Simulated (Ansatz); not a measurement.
Take KCl in the rock salt structure (space group Fm-3m, No. 225; a = 6.243 Å) as the base.

Computed with PBEsol in Ansatz (plane waves to 420 eV, PAW, scalar-relativistic without spin-orbit coupling).

For the base:

| Quantity | Result |
|---|---|
| Electron mass | 0.43 mₑ (at Γ) |
| Pressure | 0.01 GPa |

It is then changed as follows: the cell is scaled by 1.0300 in all directions, atoms relaxed at fixed cell.

Q: Predict the new energy relative to the base, mean gap deformation potential ΔEg/Δln V, electron mass and pressure.

A: The energy grows by 12 meV/atom; the mean gap deformation potential ΔEg/Δln V is -3.1 eV; the electron mass becomes 0.45 mₑ (at Γ) (base: 0.43 mₑ (at Γ)); the pressure shrinks by 1.32 GPa (0.01 GPa → -1.31 GPa).

The cells carry an imposed strain or load. Masses are band curvatures over ±0.01 Å⁻¹ around the edge. Stability against distortions was not tested.

Ansatz is a quantum-chemistry and plane-wave program.
